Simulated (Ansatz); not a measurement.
System: MgZn₂N₂ (P-3m1, No. 164, 5 atoms in the cell; start mp-1245625). Method: HSE06 (Ansatz, an electronic-structure program, plane waves, PAW).

Settings: plane-wave cutoff 460 eV, 9×9×4 k mesh (along the axes of the cell as run), Fermi–Dirac smearing 0.01 eV, scalar-relativistic PAW data made under PBE.

Cell (relaxed with PBEsol):

```yaml
crystal:
  lattice:
    - [3.30603, 0.00000, 0.00000]
    - [-1.65302, 2.86311, 0.00000]
    - [0.00000, 0.00000, 5.70966]
  atoms:
    - { symbol: Mg, position: [0.00000, 0.00000, 0.00000] }
    - { symbol: Zn, position: [0.66667, 0.33333, 0.34841] }
    - { symbol: Zn, position: [0.33333, 0.66667, 0.65159] }
    - { symbol: N, position: [0.66667, 0.33333, 0.76570] }
    - { symbol: N, position: [0.33333, 0.66667, 0.23430] }
```

Q: Predict the band gap.

A: 
- band gap: 1.48 eV (on the SCF k mesh)

Note: cell and atoms aren't relaxed at this level (pressure 1.4 GPa).

The computed numbers hold no vibrational or temperature effects.

A start named mp-… is a Materials Project structure, which need not be a measured phase.
